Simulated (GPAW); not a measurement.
**GPAW run on CdS (F-43m, 2 atoms in the cell): self-consistent single point**

Method of the run: PBE, GPAW PAW datasets PBE (gpaw-data 1.0.1) (plane waves; GPAW).

This input was run:

```python
from ase import Atoms
from ase.units import GPa
from gpaw import GPAW, PW, FermiDirac

atoms = Atoms(['Cd', 'S'],
              cell=[[0.000000, 2.895450, 2.895450],
                    [2.895450, 0.000000, 2.895450],
                    [2.895450, 2.895450, 0.000000]],
              positions=[[0.000000, 0.000000, 0.000000],
                         [1.447725, 1.447725, 1.447725]],
              pbc=True)

calc = GPAW(mode=PW(550),
            xc='PBE',
            kpts={'size': (6, 6, 6), 'gamma': True},
            occupations=FermiDirac(0.02),
            nbands=-8,
            convergence={'forces': 0.001, 'bands': -6},
            symmetry={'symmorphic': False, 'tolerance': 0.0005},
            maxiter=150)

atoms.calc = calc

energy = atoms.get_potential_energy()
print('Energy (eV):', round(energy, 6))
forces = atoms.get_forces()
print('Forces (eV/Ang):')
print(forces.round(5))
stress = atoms.get_stress()
print('Stress (GPa, Voigt):', (stress / GPa).round(4))
```

Log, with long lists cut:

```
Input parameters:
  convergence: {bands: -6,
                forces: 0.001}
  kpts: {gamma: True,
         size: (6, 6, 6)}
  maxiter: 150
  mode: {ecut: 550.0,
         name: pw}
  nbands: -8
  occupations: {fixmagmom: False,
                name: fermi-dirac,
                width: 0.02}
  symmetry: {symmorphic: False,
             tolerance: 0.0005}
  xc: PBE

species:
  Cd:
    name: Cadmium
    Z: 48.0
    valence: 12
    core: 36
    charge: 0.0
    file: Cd.PBE.gz

    # Using partial waves for Cd as LCAO basis

  S:
    name: Sulfur
    Z: 16.0
    valence: 6
    core: 10
    charge: 0.0
    file: S.PBE.gz

    # Using partial waves for S as LCAO basis

Reference energy: -163030.738234  # eV

Spin-paired calculation

Convergence criteria:
 Maximum [total energy] change in last 3 cyles: 0.0005 eV / valence electron
 Maximum integral of absolute [dens]ity change: 0.0001 electrons / valence electron
 Maximum integral of absolute [eigenst]ate change: 4e-08 eV^2 / valence electron
 Maximum change in the atomic [forces] across last 2 cycles: 0.001 eV/Ang OR
Maximum error relative to the maximum force is below inf
 Maximum number of scf [iter]ations: 150

Symmetries present (total): 24
Symmetries with fractional translations: 0
216 k-points: 6 x 6 x 6 Monkhorst-Pack grid + [1/12,1/12,1/12]
16 k-points in the irreducible part of the Brillouin zone
       k-points in crystal coordinates                weights
   0:     0.00000000    0.00000000    0.00000000          1/216
   1:     0.16666667    0.16666667    0.00000000          6/216
   2:     0.16666667    0.16666667    0.16666667          8/216
   [... 7 lines left out ...]
          ...
  15:     0.50000000    0.50000000    0.50000000          4/216

Wave functions: Plane wave expansion
  Cutoff energy: 550.000 eV
  Number of coefficients (min, max): 1400, 1435
  Pulay-stress correction: 0.000000 eV/Ang^3 (de/decut=0.000000)

Occupation numbers: Fermi-Dirac:
  width: 0.0200  # eV

Eigensolver

Densities:
  Coarse grid: 24*24*24 grid
  Fine grid: 48*48*48 grid
  Total Charge: 0.000000

Density mixing:
  Method: separate
  Backend: pulay
  Linear mixing parameter: 0.05
  old densities: 5
  Damping of long wavelength oscillations: 50

Hamiltonian:
  XC and Coulomb potentials evaluated on a 48*48*48 grid
  External potential:
    NoExternalPotential

XC parameters: PBE with 2 nearest neighbor stencil

Number of atoms: 2
Number of atomic orbitals: 13
Number of bands in calculation: 17
Number of valence electrons: 18
Bands to converge: 11

Density initialized from atomic densities
  13 bands from LCAO basis set
  4 bands from random numbers

Atomic positions and initial magnetic moments

Positions:
   0 Cd     0.000000    0.000000    0.000000    ( 0.0000,  0.0000,  0.0000)
   1 S      1.447725    1.447725    1.447725    ( 0.0000,  0.0000,  0.0000)

Unit cell:
           periodic     x           y           z      points  spacing
  1. axis:    yes    0.000000    2.895450    2.895450    24     0.1393
  2. axis:    yes    2.895450    0.000000    2.895450    24     0.1393
  3. axis:    yes    2.895450    2.895450    0.000000    24     0.1393

  Lengths:   4.094785   4.094785   4.094785
  Angles:   60.000000  60.000000  60.000000

Effective grid spacing dv^(1/3) = 0.1520

     iter     time        total  log10-change:
                         energy   eigst   dens  force
iter:   1 --:--:--    -6.806102   +0.60
iter:   2 --:--:--    -6.698045   -0.83  -1.12
iter:   3 --:--:--    -6.309384   -1.35  -1.16
iter:   4 --:--:--    -6.306483   -3.35  -1.55
iter:   5 --:--:--    -6.317427   -2.62  -1.57
iter:   6 --:--:--    -6.303728   -3.32  -2.23
iter:   7 --:--:--    -6.302022   -3.80  -2.60
iter:   8 --:--:--    -6.302125c  -4.47  -3.07
iter:   9 --:--:--    -6.302058c  -4.83  -3.22
iter:  10 --:--:--    -6.302044c  -6.05  -3.51
iter:  11 --:--:--    -6.302044c  -7.81c -4.17c
iter:  12 --:--:--    -6.302044c  -8.74c -4.20c -16.31c

Converged after 12 iterations.

Dipole moment: (-2.670358, -2.670358, -2.670358) |e|*Ang

Energy contributions relative to reference atoms: (reference = -163030.738234)

Kinetic:        +20.717432
Potential:      -18.509965
External:        +0.000000
XC:              -8.639111
Entropy (-ST):   -0.000000
Local:           +0.129601
SIC:             +0.000000
--------------------------
Free energy:     -6.302044
Extrapolated:    -6.302044

Showing only first 2 kpts
 Kpt  Band  Eigenvalues  Occupancy
  0     7      3.84304    2.00000
  0     8      3.84304    2.00000
  0     9      5.01405    0.00000
  0    10     10.32440    0.00000

  1     7      3.27423    2.00000
  1     8      3.27423    2.00000
  1     9      6.64899    0.00000
  1    10      9.29141    0.00000

Fermi level: 4.29727

Gap: 1.171 eV
Transition (v -> c):
  (s=0, k=0, n=8, [0.00, 0.00, 0.00]) -> (s=0, k=0, n=9, [0.00, 0.00, 0.00])
No difference between direct/indirect transitions
Energy (eV): -6.302044

Forces in eV/Ang:
  0 Cd    0.00000    0.00000    0.00000
  1 S    -0.00000    0.00000   -0.00000

Stress tensor:
    -0.025185     0.000000    -0.000000
     0.000000    -0.025185     0.000000
    -0.000000     0.000000    -0.025185
Stress (GPa, Voigt): [-4.035 -4.035 -4.035  0.    -0.     0.   ]
```

The run converged in 12 iterations. GPAW prints stress with tension positive.

The starting cell has typed, rounded lattice constants, without a prior relaxation at this level. Its lattice was rescaled by up to half a per cent. With a pressure of about 4 GPa the cell is away from its equilibrium volume at this level.
